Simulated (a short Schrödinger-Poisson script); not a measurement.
System: gated Al0.33Ga0.67As/GaAs modulation-doped gas in a quantum well, at 77 K.

| layer | material | thickness (nm) | Nd (cm⁻³) | Na (cm⁻³) |
|---|---|---|---|---|
| 1 | Al0.33Ga0.67As | 30 | - | - |
| 2 | Al0.33Ga0.67As | 40 | 1.3e18 | - |
| 3 | Al0.33Ga0.67As | 3 | - | - |
| 4 | GaAs | 6 | - | - |
| 5 | Al0.33Ga0.67As | 4000 | - | 2e14 |

Constants are typed, rounded textbook-type inputs, not results; the design itself was drawn at random and stands for no fabricated device. Al0.33Ga0.67As: permittivity 11.96, conduction-band edge (eV) 0.261, gap (eV) 1.836, electron mass (mₑ) 0.0944, Nv at 300 K (cm⁻³) 9e18. GaAs: permittivity 12.9, conduction-band edge (eV) 0, gap (eV) 1.424, Nv at 300 K (cm⁻³) 9e18.

Channel valleys (confinement mass, in-plane density-of-states mass, number): Γ 0.067, 0.067, 1. At the gate the conduction-band edge of layer 1 lies 1.01 eV − eVg above the Fermi level of the channel; the field vanishes at the back. Donor level 0.05 eV below the band edge. The barrier under the gate holds no holes. Gaps are held at their typed values at every temperature. Mesh 0.08 nm at interfaces.

From a short Schrödinger-Poisson script (our own, NumPy): 1D Poisson equation in equilibrium, electrons quantum, Hartree (BenDaniel-Duke, 40 states a valley, the channel's in-plane mass for all, wave functions free to enter the barrier), parabolic valleys, classical holes, donors ionised by Fermi statistics, acceptors fully, no traps, pinning or gate leakage.

The same stack at other levels of the model or other numerical settings:

```tsv
run	sheet density of all electrons at Vg = 0.5 V (cm⁻²)	sheet density of all electrons at Vg = -2 V (cm⁻²)	capacitance at Vg = 0.5 V (μF/cm²)	centroid of the channel electrons at Vg = 0.5 V (nm)	rough cost against the base
base	8.53e11	7.99e11	0.287	2.82	about 1
electrons treated as classical, Boltzmann	1.28e12	___	0.287	1.21	0.02
electrons treated as classical, Fermi-Dirac	___	8.79e11	0.287	2.62	0.1
electrons treated as quantum, Hartree plus LDA exchange-correlation	___	8.51e11	0.287	2.81	2
mesh six times as coarse	8.50e11	7.97e11	0.287	2.81	0.2
one subband a valley	8.52e11	7.99e11	0.287	2.82	0.2
```

What belongs in the gaps?


- electrons treated as classical, Fermi-Dirac, sheet density of all electrons at Vg = 0.5 V (cm⁻²): 9.49e11
- electrons treated as quantum, Hartree plus LDA exchange-correlation, sheet density of all electrons at Vg = 0.5 V (cm⁻²): 9.18e11
- electrons treated as classical, Boltzmann, sheet density of all electrons at Vg = -2 V (cm⁻²): 9.77e11

The classical rows ignore confinement, and Boltzmann statistics overrate the density once the band edge passes the Fermi level.
